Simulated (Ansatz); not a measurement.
## Hypothetical rock salt GaAs, pressure series

Start from GaAs in the rock salt structure (space group Fm-3m, No. 225; a = 5.3295 Å; a hypothetical phase, not in the database extracts checked).

Cell and atoms are relaxed at each pressure.

Method: DFT with r2SCAN, PAW potentials and a 500 eV plane-wave cutoff in Ansatz (an electronic-structure program), no spin-orbit coupling.

Notes on the quantities. enthalpy: H = E + PV relative to the base's energy.

| case | volume per atom | enthalpy |
|---|---|---|
| base | 18.92 Å³ | – |
| pressure −2 GPa | 19.42 Å³ | -0.24 eV/atom |
| pressure −1 GPa | 19.16 Å³ | -0.12 eV/atom |
| pressure 1.8 GPa | 18.53 Å³ | +0.21 eV/atom |
| pressure 4.2 GPa | 18.08 Å³ | +0.48 eV/atom |
| pressure 9 GPa | 17.31 Å³ | +1.01 eV/atom |
| pressure 18 GPa | 16.23 Å³ | +1.95 eV/atom |
| pressure 30 GPa | 15.19 Å³ | +3.13 eV/atom |
| pressure 45 GPa | 14.23 Å³ | +4.50 eV/atom |
| pressure 60 GPa | 13.50 Å³ | +5.80 eV/atom |

Load acts through the strain it causes; cell and atoms are relaxed under it. Stability against distortions was not tested. No other phases were tried under pressure. The final runs are not spin-polarised.
